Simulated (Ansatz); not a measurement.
The starting structures come from a database of crystals and need not be the phases stable at ambient conditions.

 Where the default PAW files enter, the runs use the earlier of Ansatz's two default sets.

Data:

```xyz
14
Lattice="5.8772 0.0000 0.0000 0.0000 5.8772 0.0000 2.9386 -2.9386 4.1558" Properties=species:S:1:pos:R:3 pbc="T T T"
Ge     2.9386     4.4079     1.0390
Ge     7.3465     0.0000     3.1169
Ge     2.9386     1.4693     1.0390
Ge     4.4079     0.0000     3.1169
Ge     0.0000     0.0000     0.0000
Ge     5.8772     2.9386     2.0779
N      4.3120     2.9386     0.9711
N      2.9386     1.3734     3.0490
N      1.5652     2.9386     0.9711
N      2.9386    -1.3734     3.0490
N      5.8772     1.3734     3.1847
N      4.3120     0.0000     1.1068
N      5.8772    -1.3734     3.1847
N      1.5652     0.0000     1.1068
```

Space group of this cell: Fd-3m. The cell is taken as given; by PBEsol its mean pressure is -6.4 GPa.

Computed with PBEsol (plane waves, PAW; Ansatz, a program for electronic structure).

The current runs along the normal of the first two printed vectors; no spin-orbit coupling. Scaled by the factor s: the length along the current (ions clamped). Meshes 8×8×8 and 6×6 across the current in all rows.

```tsv
s	mean pressure (GPa)	band gap (eV)
0.97	0.7	2.01
1.00	-6.4	1.87
1.03	-11.9	?
```

Q: Take the slope of the band gap against ln s from the two given rows, extrapolate to s = 1.03, and say what the run there gives.

A: Slope = (2.01 − 1.87) / ln 0.97 = -4.60 eV. The line gives 1.87 + (-4.60) × ln 1.03 = 1.73 eV. The run gives 1.47 eV, 0.26 eV under the line, 194 % of the predicted step.
